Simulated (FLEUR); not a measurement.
A self-consistent single point of PbO (P4/nmm, 4 atoms in the cell) with FLEUR.

Computed with PBE, all-electron FLAPW (FLEUR), scalar-relativistic valence run with FLEUR.

The change in words: lattice scaled by 0.98. Reference geometry:
```
PbO
1.0
    3.98000     0.00000     0.00000
    0.00000     3.98000     0.00000
    0.00000     0.00000     5.02000
Pb O
2 2
Direct
  0.50000   0.00000   0.76500
  0.00000   0.50000   0.23500
  0.50000   0.50000   0.00000
  0.00000   0.00000   0.00000
```

Reference input (self-consistent single point, DFT, PBE, all-electron FLAPW (FLEUR), scalar-relativistic valence): Kmax = 4.1 1/bohr; GmaxXC = 12.3 1/bohr; xcFunctional = pbe; jspins = 1; l_soc = F; mode = hist; fermiSmearingEnergy = 0.00183747 Htr; mesh (inpgen div1-3) = 6 6 5; inpgen gamma flag = true; Gmax = 12.3 1/bohr; numbands = 0; maxIterBroyd = 40. This run's input differs from it in these lines:

```diff
@@ -3,5 +3,5 @@
 &input film=f /
-7.5211099760 0.0000000000 0.0000000000
-0.0000000000 7.5211099760 0.0000000000
-0.0000000000 0.0000000000 9.4864251456
+7.3706877765 0.0000000000 0.0000000000
+0.0000000000 7.3706877765 0.0000000000
+0.0000000000 0.0000000000 9.2966966427
 1.0
@@ -45,5 +45,5 @@
          <bravaisMatrix>
-            <row-1>    7.5211099760000000     0.0000000000000000     0.0000000000000000</row-1>
-            <row-2>    0.0000000000000000     7.5211099760000000     0.0000000000000000</row-2>
-            <row-3>    0.0000000000000000     0.0000000000000000     9.4864251456000002</row-3>
+            <row-1>    7.3706877764999996     0.0000000000000000     0.0000000000000000</row-1>
+            <row-2>    0.0000000000000000     7.3706877764999996     0.0000000000000000</row-2>
+            <row-3>    0.0000000000000000     0.0000000000000000     9.2966966427000006</row-3>
          </bravaisMatrix>
```

Output, abridged:

```
 Iteration:     1   Distance:      22.37801573 me/bohr^3
 Iteration:     2   Distance:      18.47887911 me/bohr^3
 Iteration:     3   Distance:       6.85801132 me/bohr^3
 Iteration:     4   Distance:       8.39838043 me/bohr^3
 Iteration:     5   Distance:       1.54130438 me/bohr^3
   [... 8 lines left out ...]
 Iteration:    14   Distance:       0.00026764 me/bohr^3
 Iteration:    15   Distance:       0.00008223 me/bohr^3
 Iteration:    16   Distance:       0.00007792 me/bohr^3
 Iteration:    17   Distance:       0.00000538 me/bohr^3
 Reset of history
 Run finished successfully
 Stop message:
   Structural relaxation: new displacements generated

[file out, last iteration]
             iter=     18
[...]
          total density-effective poten   -7.4843529998E+04
          total charge density-energy d   -7.9788972013E+02
 Updated energy parameters for spin:           1
[...]
 fermi energy and band-weighting factors:

[...]
FERMIE:
          first approx. to ef    (T=0)  :   0.260507 htr   (energy of the highest occ. eigenvalue)
          number of occ. states  (T=0)  :        600
          first approx. to seigv (T=0)  :  -6.304304 htr
          sum of weights of occ. states :  20.000000
          sum of semicore charge        :   0.000000 e
FERHIS:  Fermi-Energy by histogram:
          bandgap                     :   0.042569 htr
   [... lines left out ...]
          charge neutrality (T=0)     :   0.000000    (zero if the highest occ. eigenvalue is "entirely" occupied)
 Direct bandgap for spin            1 :    8.9221685361230929E-002  Htr
 ---->    free energy=                    -42007.8263574132 htr
   [... lines left out ...]
      extrapolation for T->0
 ---->    total electron energy=          -42007.8263574132 htr
 ***** TOTAL FORCES ON ATOMS *****
 TOTAL FORCE FOR ATOM TYPE=  1  X=  1.843   Y= -1.843   Z= -2.185
                       FX_TOT= 0.000000 FY_TOT= 0.000000 FZ_TOT=-0.025139
 TOTAL FORCE FOR ATOM TYPE=  2  X=  1.843   Y=  1.843   Z=  0.000
                       FX_TOT= 0.000000 FY_TOT= 0.000000 FZ_TOT= 0.000000
```

The run converged in 17 iterations. FLEUR gives forces in its relaxation mode, with a further iteration, so its stop message speaks of a relaxation. Against the reference run the free energy rises by 56.4 meV/atom and the gap on the mesh goes from 1.275 to 1.158 eV.

The starting cell has typed, rounded lattice constants, without a prior relaxation at this level. For this run, on top of that: lattice scaled by 0.98. Spin-orbit coupling is off. Values depend on the basis (sphere radii, cutoffs, local orbitals), which need not be converged.

Cost on one core of a shared machine: roughly 2 min.
